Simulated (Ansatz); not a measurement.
**BaSi2 (model structure, started from the fluorite type, Fm-3m, No. 225, 3 atoms in the cell)**

Level of theory: PBEsol in Ansatz (plane waves, PAW).

Numerical settings: plane-wave cutoff 500 eV, 10×10×10 k mesh, Fermi–Dirac smearing 0.05 eV, scalar-relativistic PAW data made under PBE.

Cell (relaxed at this level):

```yaml
crystal:
  lattice:
    - [0.00000, 3.56220, 3.56220]
    - [3.56220, 0.00000, 3.56220]
    - [3.56220, 3.56220, 0.00000]
  atoms:
    - { symbol: Ba, position: [0.00000, 0.00000, 0.00000] }
    - { symbol: Si, position: [0.25000, 0.25000, 0.25000] }
    - { symbol: Si, position: [0.75000, 0.75000, 0.75000] }
```

For BaSi2 (model structure, started from the fluorite type, Fm-3m, No. 225, 3 atoms in the cell), the band gap is zero (no gap).

Note: the relaxation could raise the start's symmetry but not lower it, so the cell can be a saddle point.

Spin–orbit coupling is not included.

A model structure was made by putting elements into a prototype or built by hand; it is no filed structure, need not be a known phase, and can be a saddle point held by its symmetry.

Ansatz is a first-principles code.
